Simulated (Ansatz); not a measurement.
SrTiO₃ (Pm-3m), Ansatz (a quantum-chemistry and plane-wave program) with PBEsol, rigid bands: N_c = 7.68e19 cm⁻³ at 300 K and an electron conductivity mass of 0.624 mₑ.

### Question
For 1e16 electrons per cm³ at 300 K, place the Fermi level, estimate the Seebeck coefficient of a parabolic band with constant τ, and give mobility and conductivity for τ = 20 fs.

### Answer
The level lies k_BT ln(N_c/n) = 0.231 eV below the conduction-band minimum. S ≈ −(k_B/e)[ln(N_c/n) + 5/2] = -986 μV/K, against -987 μV/K from the full bands (mean over directions). μ = eτ/m = 56.4 cm²/(V·s) and σ = neμ = 0.0903 S/cm. τ is assumed, not computed.

Band transport and this doping are assumed; polarons and phonon drag are left out. Spin-orbit coupling is left out.
